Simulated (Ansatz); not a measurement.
Cost and result by functional for the adsorption energy of NH3 on the 1x1 (110) surface of bcc W, one in a 2x2 cell, started at the site 'bridge W-W (span 2.8 Å)', in Ansatz (plane waves, PAW). Single points on the PBE structure, on one kind of machine; costs are rough ratios of the slab run's core time (references not counted) to the cheapest single point. r2SCAN's cost holds its higher cutoff (500 against 420 eV). Differences are taken against r2SCAN for comparison alone: no measured value is at hand, so the table doesn't rank accuracy.

Slab: 20 atoms, 6.6 Å thick at the start under the adsorbate (thin: gaps and levels are the slab's own); k 6x6x1, smearing 0.1 eV, dipole-corrected; 8 atoms held, the rest relaxed; no symmetry held; no spin, no spin-orbit, no U, no dispersion correction. At the end it is bonded to W. In PBE it is, or lies within 0.03 eV of, the lowest of the starts that converged. These notes are the PBE run's. Adsorption energies are against NH3(g). A negative adsorption energy means that the adsorbate is more stable on the surface than in its reference.

```
functional                     relative cost  adsorption energy (eV)  less r2SCAN (eV)
-----------------------------  -------------  ----------------------  ----------------
RPBE                                       1                   -0.60              0.38
r2SCAN                                     2                   -0.98              0.00
PBE (the relaxed run's value)              –                   -0.86              0.12
```

The values span 0.38 eV, while the single points' costs differ by a factor of roughly 2. Differences are of unrounded values.

Ansatz is a first-principles code.
